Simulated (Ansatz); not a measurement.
The parent structure is GaN in the zinc blende structure (space group F-43m, No. 216; a = 4.498 Å). Axes: x, y, z lie along the cube axes.

Calculations: r2SCAN (Ansatz, a program for electronic structure; PAW; 500 eV plane waves; without spin-orbit coupling).

Base values:

The valence-band top at Γ comes out as 0.00, 0.00, 0.00 eV and the shortest interatomic distance is 1.948 Å.

Now apply this change: the cell is compressed by 4.17 % along y with no lateral relaxation, atoms relaxed at fixed cell.

### Question
What happens to the valence-band top at Γ, stress, shortest interatomic distance and hole mass?

### Answer
The valence-band top at Γ (three highest levels, from the VBM) changes from 0.00, 0.00, 0.00 eV to 0.00, -0.19, -0.19 eV; the stress (xx, yy, zz, yz, xz, xy; compression positive) is (7.40, 12.24, 7.40, 0.00, 0.00, 0.00) GPa; the shortest interatomic distance shrinks by 0.027 Å, from 1.948 Å to 1.921 Å; the hole mass comes out as 0.19 mₑ along y, 0.81 mₑ across (at Γ).

The levels and masses belong to the bands next to the band gap. The cells carry an imposed strain or load. Masses are band curvatures over ±0.01 Å⁻¹ around the edge. Whether these cells are dynamically stable was not tested. This is not the structure that GaN has at room temperature and ambient pressure.
